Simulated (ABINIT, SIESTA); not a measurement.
An ABINIT input for a self-consistent single point of Cr (Im-3m, 2 atoms in the cell) (DFT, PBE, plane waves, PAW (JTH v2.0 PBE PAW)):

```
# Cr, JTH v2.0 PBE PAW
pp_dirpath "./"
pseudos "Cr.GGA_PBE-JTH.xml"
acell 5.3335630141 5.3335630141 5.3335630141
rprim
         1.0000000000    0.0000000000    0.0000000000
         0.0000000000    1.0000000000    0.0000000000
         0.0000000000    0.0000000000    1.0000000000
natom 2
ntypat 1
znucl 24
typat 1 1
xred
         0.0000000000    0.0000000000    0.0000000000
         0.5000000000    0.5000000000    0.5000000000
chkprim 0
ecut 30
pawecutdg 60
pawxcdev 0
ixc 11
nsppol 2
spinat
      0 0 1.5
      0 0 -1.5
occopt 7
tsmear 0.2 eV
nband 19
kptopt 1
ngkpt 9 9 9
nshiftk 1
shiftk 0 0 0
nstep 50
tolvrs 1.0e-10
prtwf 0
prtden 0
prtvol 1
enunit 2
```

Translate this input to SIESTA.

One input that does it (others would too):

```
# files in the folder: Cr.psml (PseudoDojo PBE standard)
SystemName  Cr
SystemLabel Cr

NumberOfAtoms                2
NumberOfSpecies              1
%block ChemicalSpeciesLabel
  1 24 Cr
%endblock ChemicalSpeciesLabel
LatticeConstant              1.0 Bohr
%block LatticeVectors
     5.333563014    0.000000000    0.000000000
     0.000000000    5.333563014    0.000000000
     0.000000000    0.000000000    5.333563014
%endblock LatticeVectors
AtomicCoordinatesFormat      ScaledCartesian
%block AtomicCoordinatesAndAtomicSpecies
     0.000000000    0.000000000    0.000000000  1
     2.666781507    2.666781507    2.666781507  1
%endblock AtomicCoordinatesAndAtomicSpecies

XC.functional                GGA
XC.authors                   PBE
PAO.BasisSize                TZP
PAO.EnergyShift              0.01 Ry
MeshCutoff                   400 Ry
%block kgrid.MonkhorstPack
    9   0   0  0.0
    0   9   0  0.0
    0   0   9  0.0
%endblock kgrid.MonkhorstPack
OccupationFunction           MP
OccupationMPOrder            0
ElectronicTemperature        200.0 meV
Spin                         polarized
%block DM.InitSpin
  1 +1.50
  2 -1.50
%endblock DM.InitSpin

MaxSCFIterations             150
SCF.Mixer.Method             Pulay
SCF.Mixer.Weight             0.1
SCF.Mixer.History            6
SCF.DM.Tolerance             1.0E-04
Diag.ParallelOverK           true
WriteForces                  true
Charge.Mulliken              end
```

Basis, cutoffs, solver keys and any potentials are the target program's own. This input uses DFT, GGA PBE, numerical atomic orbitals TZP, PseudoDojo PBE standard norm-conserving potentials (rewritten from UPF to PSML). Both were run: pressure 7.76 GPa in ABINIT and 8.21 in SIESTA; size of the net moment 0.00 μB/atom in ABINIT and 0.00 in SIESTA.

On ABINIT: the starting cell has typed, rounded lattice constants, without a prior relaxation at this level. For this run, on top of that: lattice scaled by 0.98. The magnetic order is the one reached from the typed start; others were not searched systematically. With a pressure of about 8 GPa the cell is away from its equilibrium volume at this level.

On SIESTA: the starting cell has typed, rounded lattice constants, without a prior relaxation at this level. For this run, on top of that: lattice scaled by 0.98. The magnetic order is the one reached from the typed start; others were not searched systematically. Values carry the incompleteness of an atom-centred basis. With a pressure of about 8 GPa the cell is away from its equilibrium volume at this level.
